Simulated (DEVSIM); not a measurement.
System: Schottky contact on p-type Si, at 300 K.

Layer 1 from the left is Si, thickness (μm) 12.0, Na (cm⁻³) 3.8e16, τn (s) 2.3e-7, τp (s) 2.3e-7.

Left contact: Schottky, work function 4.754 eV, emission velocity 5.4e6 cm/s. Right contact: ohmic. Voltage is applied to the left contact. Recombination: SRH at mid-gap, radiative. Gap narrowing is on: ΔEg = 6.92 meV × (l + √(l² + 0.5)), l = ln(N/1.3e17 cm⁻³), shared equally by both band edges. Mobility is μmin + (μ − μmin)/(1 + (N/Nref)^α).

Constants are typed, rounded textbook-type inputs, not results; the design itself was drawn at random and stands for no fabricated device. Values at 300 K.

Si: gap (eV) 1.124, affinity (eV) 4.05, permittivity 11.7, Nc (cm⁻³) 2.86e19, Nv (cm⁻³) 3.1e19, μn (cm²/Vs) 1417, μp (cm²/Vs) 470, μn,min 52, μp,min 45, Nref,n 9.7e16, Nref,p 2.2e17, αn 0.68, αp 0.72, B (cm³/s) 4.7e-15.

Model (solved in DEVSIM): 1D drift-diffusion, Boltzmann statistics, complete ionisation; no tunnelling, impact ionisation, image-force lowering or self-heating. Metal contacts follow the ideal Schottky-Mott rule: no Fermi-level pinning, no interface dipoles.

Question: What does the simulation give for the largest field in the device at zero bias, the potential step across the device at zero bias, the dark forward voltage at 100 A/cm²?

Answer: largest field in the device at zero bias 51000 V/cm; potential step across the device at zero bias 0.246 V; dark forward voltage at 100 A/cm² 0.160 V.
